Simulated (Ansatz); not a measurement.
Take Mg2Ge in the anti-fluorite structure (space group Fm-3m, No. 225; a = 6.364 Å) as the base.

Modification: the cell is scaled by 1.0250 in all directions, atoms relaxed at fixed cell.

All numbers come from PBEsol (Ansatz, an electronic-structure program; PAW; 420 eV plane waves; no spin-orbit coupling).

Base, band edges from the VBM (valence, conduction): X -2.02, 0.08; W -2.73, 2.74; L -0.73, 1.03; Γ 0.00, 1.03; K -1.68, 0.69; U -1.68, 0.69 eV.

**Question.** Give the band edges at the high-symmetry points of the new zone, measured from its valence-band maximum.

**Answer.** 
```tsv
point	valence edge (eV)	conduction edge (eV)
Γ	0.00	0.63
X	-1.92	0.15
U	-1.60	0.64
K	-1.60	0.64
L	-0.71	0.73
W	-2.57	2.69
```

The gap is 0.15 eV, indirect, Γ → X.

The cells carry an imposed strain or load. No phonon test of stability was made. A zero or small gap of Mg2Ge can be the functional's error rather than a property of the material.
